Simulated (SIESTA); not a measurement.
Band structure of CuAu (P4/mmm, 2 atoms in the cell).

```yaml
crystal:
  lattice:
    - [2.78029, 0.00000, 0.00000]
    - [0.00000, 2.78029, 0.00000]
    - [0.00000, 0.00000, 3.49314]
  atoms:
    - { symbol: Cu, position: [0.50000, 0.50000, 0.50000] }
    - { symbol: Au, position: [0.00000, 0.00000, 0.00000] }
```

Level of theory: GGA PBE, numerical atomic orbitals DZP, PseudoDojo PBE standard norm-conserving potentials (rewritten from UPF to PSML) (SIESTA 5.4.2).

Settings: XC.functional = GGA; XC.authors = PBE; potentials = PseudoDojo PBE standard; PAO.BasisSize = DZP; PAO.EnergyShift = 0.01 Ry; MeshCutoff = 350 Ry; kgrid.MonkhorstPack = 16 16 12; OccupationFunction = MP; OccupationMPOrder = 0; ElectronicTemperature = 136 meV; MaxSCFIterations = 150; SCF.Mixer.Method = Pulay; SCF.Mixer.Weight = 0.2; SCF.Mixer.History = 8.

The starting cell comes from a database of computed structures (which also holds hypothetical and non-ambient phases and stackings), without a prior relaxation at this level. Its lattice was rescaled by a random factor within 2.5 % of one. Spin-orbit coupling is off. Spin polarisation is off. Values carry the incompleteness of an atom-centred basis.

Levels in eV from the Fermi level, bands 16 to 21:
```csv
point,16,17,18,19,20,21
Γ,-2.30,-1.85,-1.62,-1.62,2.76,11.50
X,-3.24,-2.71,-2.50,-1.04,-0.34,11.14
M,-1.87,-1.46,-1.46,0.21,0.21,6.11
Z,-3.10,-2.66,-2.66,-2.42,-2.26,17.11
R,-1.96,-1.71,-1.63,-1.38,-1.36,3.11
A,-2.32,-1.93,-1.87,6.03,6.03,7.15
```

Bands cross the Fermi level along this path, so the cell is metallic at this level.

Higher empty bands are left out: an atom-centred basis made for the valence describes them poorly.
